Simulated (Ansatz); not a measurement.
Start from KBr in the rock salt structure (space group Fm-3m, No. 225; a = 6.705 Å).

The values are results of PBE, PAW, 420 eV (Ansatz, a quantum-chemistry and plane-wave program; no spin-orbit coupling), not measurements.

One change was made to it. Results:

```
quantity                                 base           after
-----------------------------  --------------  --------------
shortest interatomic distance         3.353 Å         3.117 Å
electron mass                  0.39 mₑ (at Γ)  0.35 mₑ (at Γ)
```

Problem. What was done to the base?
A) pressure 1.5 GPa
B) pressure 10 GPa
C) pressure 0.7 GPa
D) pressure 5 GPa
E) pressure 0.3 GPa

Solution. D, pressure 5 GPa. For comparison, the electron mass in the other runs: pressure 10 GPa gives 1.2 mₑ along k, 0.40 mₑ across (at X); pressure 1.5 GPa gives 0.37 mₑ (at Γ); pressure 0.3 GPa gives 0.38 mₑ (at Γ); pressure 0.7 GPa gives 0.38 mₑ (at Γ).

The levels and masses belong to the bands next to the band gap. Load acts through the strain it causes; cell and atoms are relaxed under it. Masses are band curvatures over ±0.01 Å⁻¹ around the edge. Along k means along the line from Γ to the band edge. Stability against distortions was not tested. Competing high-pressure phases were not computed.
